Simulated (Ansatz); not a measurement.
Base system: CdTe in the zinc blende structure (space group F-43m, No. 216; a = 6.489 Å).

The values are results of PBEsol/PAW in Ansatz (a program for electronic structure), no spin-orbit coupling, not measurements.

Before the change:

```
Quantity                                 Value
-----------------------------  ---------------
Electron mass                  0.055 mₑ (at Γ)
Gap character                      direct at Γ
Shortest interatomic distance          2.810 Å
```

Modification: a hydrostatic pressure of 0.7 GPa.

Task: What does the calculation give for the mean gap deformation potential ΔEg/Δln V after the change?

Result: The mean gap deformation potential ΔEg/Δln V amounts to -2.9 eV.

Task: What happens to the electron mass?

Result: The electron mass becomes 0.058 mₑ (at Γ) (base: 0.055 mₑ (at Γ)).

Task: Predict the new gap character.

Result: The gap character is still direct at Γ.

Task: Estimate the effect on the shortest interatomic distance.

Result: The shortest interatomic distance shrinks by 0.015 Å (2.810 Å → 2.795 Å).

Spin-orbit coupling, missing from the scalar runs, can matter with Te. Load acts through the strain it causes; cell and atoms are relaxed under it. Effective masses come from finite differences of ±0.01 Å⁻¹. No phonon test of stability was made.
